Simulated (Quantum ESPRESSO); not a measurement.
Input and output of a self-consistent single point for BAs (F-43m, 2 atoms in the cell) (Quantum ESPRESSO).

Computed with LDA (PZ), spin-orbit coupling, PseudoDojo fully relativistic norm-conserving (PBE) pseudopotentials (plane waves; Quantum ESPRESSO).

```
CELL_PARAMETERS angstrom
      0.00000     2.40963     2.40963
      2.40963     0.00000     2.40963
      2.40963     2.40963     0.00000
ATOMIC_POSITIONS crystal
  B  0.25000 0.25000 0.25000
  As 0.00000 0.00000 0.00000
```

Reference input (self-consistent single point, DFT, LDA (PZ), plane waves, GBRV 1.5 ultrasoft (LDA) pseudopotentials): ecutwfc = 40 Ry; ecutrho = 200 Ry; occupations = smearing; smearing = gaussian; degauss = 0.0036749 Ry; potentials = {B: b_lda_v1.4.uspp.F.UPF, As: as_lda_v1.uspp.F.UPF}; K_POINTS = automatic 12 12 12 1 1 1; conv_thr = 1e-10 Ry; mixing_beta = 0.3. This run's input differs from it in these lines:

```diff
@@ -12,4 +12,3 @@
   ntyp = 2,
-  ecutwfc = 40,
-  ecutrho = 200,
+  ecutwfc = 85,
   occupations = 'smearing',
@@ -17,2 +16,5 @@
   degauss = 0.0036749,
+  noncolin = .true.,
+  lspinorb = .true.,
+  input_dft = 'pz',
 /
@@ -23,4 +25,4 @@
 ATOMIC_SPECIES
-B     10.8100  b_lda_v1.4.uspp.F.UPF
-As    74.9216  as_lda_v1.uspp.F.UPF
+B     10.8100  B.upf
+As    74.9216  As.upf
 ATOMIC_POSITIONS {angstrom}
```

Output (repeated stretches shortened):

```
     Self-consistent Calculation

     iteration #  1     ecut=    85.00 Ry     beta= 0.30

     Threshold (ethr) on eigenvalues was too large:
     Diagonalizing with lowered threshold

     total energy              =    -217.25207132 Ry
     estimated scf accuracy    <       0.11274174 Ry

     iteration #  2     ecut=    85.00 Ry     beta= 0.30

     total energy              =    -217.25068635 Ry
     estimated scf accuracy    <       0.02391504 Ry

     iteration #  3     ecut=    85.00 Ry     beta= 0.30

     total energy              =    -217.25152230 Ry
     estimated scf accuracy    <       0.00358116 Ry

   [... 6 blocks of this kind left out ...]

     iteration # 10     ecut=    85.00 Ry     beta= 0.30

     total energy              =    -217.25178810 Ry
     estimated scf accuracy    <          8.8E-10 Ry

     iteration # 11     ecut=    85.00 Ry     beta= 0.30
     End of self-consistent calculation

     Number of k-points >= 100: set verbosity='high' to print the bands.

     the Fermi energy is    11.0076 ev

!    total energy              =    -217.25178810 Ry
     estimated scf accuracy    <          7.7E-11 Ry
     smearing contrib. (-TS)   =      -0.00000000 Ry
     internal energy E=F+TS    =    -217.25178810 Ry

     convergence has been achieved in  11 iterations

     Forces acting on atoms (cartesian axes, Ry/au):

     atom    1 type  1   force =    -0.00000000    0.00000000   -0.00000000
     atom    2 type  2   force =    -0.00000000   -0.00000000    0.00000000

     Total force =     0.000000     Total SCF correction =     0.000000

          total   stress  (Ry/bohr**3)                   (kbar)     P=      -61.22
  -0.00041614   0.00000000   0.00000000          -61.22        0.00        0.00
   0.00000000  -0.00041614   0.00000000            0.00      -61.22        0.00
   0.00000000   0.00000000  -0.00041614            0.00        0.00      -61.22

   JOB DONE.
```

The run converged in 11 iterations. Against the reference run the pressure goes from -5.99 to -6.12 GPa and the gap on the mesh goes from 1.298 to 1.223 eV.

The starting cell comes from a database of computed structures (which also holds hypothetical and non-ambient phases and stackings), without a prior relaxation at this level. With a pressure of about -6 GPa the cell is away from its equilibrium volume at this level. The shifted mesh does not hold Γ, so a gap read on it misses any band edge there.

Cost on one core of a shared machine: roughly 4 min.
